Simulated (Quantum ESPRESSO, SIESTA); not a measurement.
# Equation of state of wurtzite AlN (space group 186): energy against volume (SIESTA, PBE)

```xyz
4
Lattice="3.0547 0.0000 0.0000 -1.5274 2.6454 0.0000 0.0000 0.0000 4.8915" Properties=species:S:1:pos:R:3 pbc="T T T"
Al     0.0000     1.7636     0.0000
Al     1.5274     0.8818     2.4457
N      0.0000     1.7636     1.8685
N      1.5274     0.8818     4.3143
```

Method of the run: GGA PBE, numerical atomic orbitals DZP, PseudoDojo PBE standard norm-conserving potentials (rewritten from UPF to PSML) (SIESTA 5.4.2). Settings: XC.functional = GGA; XC.authors = PBE; potentials = PseudoDojo PBE standard; PAO.BasisSize = DZP; PAO.EnergyShift = 0.01 Ry; MeshCutoff = 520 Ry; kgrid.MonkhorstPack = 12 12 7; OccupationFunction = FD; ElectronicTemperature = 10 meV; MaxSCFIterations = 150; SCF.Mixer.Method = Broyden; SCF.Mixer.Weight = 0.25; SCF.Mixer.History = 6; SCF.DM.Tolerance = 1.0E-05. The cell above is the first row's. The rows scale it uniformly. In all rows fractional positions and the k mesh are held. E is the free energy at the stated smearing, counted from the lowest row.

| V (Å^3/atom) | E (meV/atom) |
|---|---|
| 9.882 | 47.58 |
| 10.097 | 26.02 |
| 10.312 | 11.35 |
| 10.526 | 2.88 |
| 10.741 | 0.00 |
| 10.956 | 2.19 |
| 11.171 | 8.96 |
| 11.386 | 19.87 |
| 11.601 | ? |

Task: Using the third-order Birch-Murnaghan form, a cubic in V^(-2/3), estimate the missing E at V = 11.601 from the other rows, showing the fit.

Result: With u = V^(-2/3) - 0.207, the rows have u = 0.010155, 0.007061, 0.004076, 0.001205, -0.001583, -0.004279, -0.006889, -0.009416. Least squares gives E = 1.001 + 1163.48·u + 336763·u² + 35988·u³. Residuals (row less fit): -0.002, 0.001, 0.009, -0.012, -0.003, 0.004, 0.004, -0.003; standard error 0.009 (degrees of freedom: 4). Its minimum lies at u = -0.001728, so V0 = (0.205272)^(-3/2) = 10.75. There d²E/du² = 673200 and d³E/du³ = 215900, so B0 = (4/9) × 10.75^(-7/3) × 673200 × 0.160218 = 188 GPa (the last factor turns the table's units into GPa), and B0' = 4 + (2/3) × 0.205272 × (215900)/673200 = 4.0. The program's pressures in the fitted runs (not shown) pass through zero at V = 10.75, 0.01 % from this V0. At the withheld row, u = -0.011864, so E = 1.001 + 1163.48 × (-0.011864) + 336763 × (-0.011864)² + 35988 × (-0.011864)³ = 34.538 meV/atom. The calculation gives 34.55 meV/atom, 0.012 meV/atom above the prediction (under 0.05 % of the range of E in the table). The row lies outside the fitted rows, so this is an extrapolation. From the scatter of the fitted rows alone, a prediction at this place has a standard error of 0.021 meV/atom, so the miss is 0.6 times that.

Carrying the step between the two nearest rows on in a straight line would have given 30.78, off by 3.77; series whose last step already gives the withheld value aren't shown. The scan was laid around a cell of about the measured size, scaled by a guess for this functional; axis ratios and inner coordinates come from that cell. The runs keep the symmetry of the cell, so they don't test it for distortions. A plane-wave scan with the same functional (Quantum ESPRESSO, GBRV) gives V0 = 10.67 Å^3/atom and B0 = 193 GPa; a Birch-Murnaghan fit to all rows here lies 0.8 % from it in V0 and -3 % in B0; the two differ in basis, and may differ in potentials and mesh. Values carry the incompleteness of an atom-centred basis. The shape of the cell and the inner coordinates aren't relaxed, so V0 and B0 belong to this uniform scaling; a relaxed crystal lies no higher in energy and is usually softer (forces reach 0.03 eV/Å in these rows). Cutoffs and mesh are single choices, not tested for convergence of this quantity. Series with a scatter that would blur these digits, or in which a gap closes, are not shown. Nor are scans whose minimum lies at an end fitted in this form.
